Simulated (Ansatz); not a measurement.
Base system: Rh in the fcc (Cu type) structure (space group Fm-3m, No. 225; relaxed with 0.1 eV smearing).

```
Rh
1.0
    0.00000     1.90077     1.90077
    1.90077     0.00000     1.90077
    1.90077     1.90077     0.00000
Rh
1
Direct
  0.00000   0.00000   0.00000
```

Level of theory: r2SCAN (Ansatz, an electronic-structure program; PAW; 500 eV plane waves; spin-orbit coupling left out).

For the base:

```
Property   Result
--------  -------
Pressure  0.0 GPa
```

One thing is altered: the cell is scaled by 1.0300 in all directions, atoms relaxed at fixed cell.

Q: What does the calculation give for the pressure after the change?

A: The pressure goes from zero to -19.7 GPa.

Q: What happens to the energy relative to the base?

A: The energy goes up by 86 meV/atom.

The cells carry an imposed strain or load. Stability against distortions was not tested. All final runs are without spin polarisation. Rh lies near a magnetic instability that expansion can trigger; it was not tested.
